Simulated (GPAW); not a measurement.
Band structure of CaMg7 (P-6m2, 8 atoms in the cell).

```xyz
8
Lattice="6.7900 0.0000 0.0000 -3.3950 5.8803 0.0000 0.0000 0.0000 5.3701" Properties=species:S:1:pos:R:3 pbc="T T T"
Ca     0.0000     0.0000     2.6850
Mg    -1.6739     2.9538     2.6850
Mg     0.0000     5.8531     2.6850
Mg     1.6739     2.9538     2.6850
Mg     0.0000     2.0017     0.0000
Mg    -1.6615     4.8795     0.0000
Mg     1.6615     4.8795     0.0000
Mg     3.3950     1.9601     0.0000
```

Computed with PBEsol, GPAW PAW datasets PBEsol (made by gpaw-setup) (plane waves; GPAW).

Settings: mode = pw; ecut = 850 eV; xc = PBEsol; kpts = 4 4 5; mesh shift (steps) = 0 0 0; occupations.name = fermi-dirac; occupations.width = 0.1 eV; nbands = -16; convergence.forces = 0.001 eV/Å; symmetry.symmorphic = false; symmetry.tolerance = 0.0005; maxiter = 150; bandpath_npoints = 40.

The starting cell comes from a database of computed structures (which also holds hypothetical and non-ambient phases and stackings), without a prior relaxation at this level. Its lattice was rescaled by a random factor within 2.5 % of one.

Levels in eV from the Fermi level, bands 37 to 44:
```json
[
 {"point": "Γ", "37": "-1.75", "38": "-1.62", "39": "-1.62", "40": "-1.11", "41": "-0.61", "42": "1.40", "43": "1.40", "44": "2.28"},
 {"point": "M", "37": "-0.55", "38": "-0.21", "39": "0.06", "40": "0.12", "41": "0.41", "42": "0.86", "43": "0.94", "44": "1.28"},
 {"point": "K", "37": "-0.70", "38": "-0.51", "39": "-0.27", "40": "-0.17", "41": "0.45", "42": "0.52", "43": "0.52", "44": "0.65"},
 {"point": "A", "37": "-0.98", "38": "-0.98", "39": "-0.89", "40": "-0.88", "41": "-0.88", "42": "-0.67", "43": "-0.43", "44": "-0.29"},
 {"point": "L", "37": "-1.95", "38": "-1.64", "39": "-1.50", "40": "-1.34", "41": "0.99", "42": "1.59", "43": "1.71", "44": "2.25"},
 {"point": "H", "37": "-3.28", "38": "-2.74", "39": "0.13", "40": "0.36", "41": "0.44", "42": "0.64", "43": "0.66", "44": "1.66"}
]
```

Bands cross the Fermi level along this path, so the cell is metallic at this level.
